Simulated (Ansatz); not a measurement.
The parent structure is Ru in the hcp (Mg type) structure (space group P6_3/mmc, No. 194; a = 2.691 Å, c = 4.249 Å; relaxed with 0.1 eV smearing). Axes: x lies along a and z along c of the hexagonal cell.

Structures relaxed with Ansatz (a first-principles code) PBEsol, no SOC.

Base:

Simulated powder pattern, Cu Kα, λ = 1.54184 Å (kinematic, ideal powder, no thermal factors, no anomalous dispersion; the 14 strongest lines at most, above 2 %, up to 2θ = 90°):

| 2θ (°) | I/Imax (%) | hkl |
|---|---|---|
| 38.63 | 25 | (100) |
| 42.55 | 25 | (002) |
| 44.33 | 100 | (101) |
| 58.81 | 14 | (102) |
| 69.90 | 16 | (110) |
| 79.13 | 17 | (103) |
| 82.83 | 2.6 | (200) |
| 85.40 | 19 | (112) |
| 86.62 | 14 | (201) |

After one change:

Simulated powder pattern, Cu Kα, λ = 1.54184 Å (kinematic, ideal powder, no thermal factors, no anomalous dispersion; the 14 strongest lines at most, above 2 %, up to 2θ = 90°):

```csv
2θ (°),I/Imax (%)
38.63,25
42.11,26
44.22,100
58.46,14
69.90,16
78.44,18
82.83,2.6
85.10,19
86.54,14
```

What was done to the base?
A. uniaxial strain ε_zz = −1.50 %
B. uniaxial strain ε_zz = +0.50 %
C. uniaxial strain ε_zz = +1.00 %
D. uniaxial strain ε_zz = −2.50 %

C, uniaxial strain ε_zz = +1.00 %. Its volume per atom is 13.46 Å³ against 13.33 Å³, and its space group is P6_3/mmc (No. 194).

No phonon test of stability was made. The final runs are not spin-polarised.
